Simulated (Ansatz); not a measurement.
## Pressure series in BN

Start from BN in the h-BN type structure (space group P6_3/mmc, No. 194; a = 2.5058 Å, c = 6.6162 Å; layered, stacked along the Cartesian z axis).

Cell and atoms are relaxed at each pressure.

All numbers come from PBE-D3(BJ) (Ansatz, a quantum-chemistry and plane-wave program; PAW; 420 eV plane waves; no spin-orbit coupling), earlier PAW set.

```csv
pressure (GPa),volume per atom (Å³/atom)
0,8.994
0.3,8.903
0.7,8.793
1.5,8.612
3,?
5,8.081
10,7.614
```

### Question
Fit the third-order Birch–Murnaghan form P(V) = (3B₀/2)[(V₀/V)^(7/3) − (V₀/V)^(5/3)]·[1 + (3/4)(B₀′ − 4)((V₀/V)^(2/3) − 1)] (squares taken in P) to the rows shown and predict the withheld row.

### Answer
Least squares on the printed values gives V₀ = 8.991 Å³/atom, B₀ = 28.6 GPa, B₀′ = 9.8; this predicts 8.349 Å³/atom, and the run gives 8.350 Å³/atom, in agreement.

Measured bulk modulus of BN: 27.4 GPa (room temperature; as listed in Hermann Muhammad et al., Nanoscale (2024)); the computed value is for a static lattice, so the two differ by thermal effects too.

Load acts through the strain it causes; cell and atoms are relaxed under it. No phonon test of stability was made. Competing high-pressure phases were not computed.
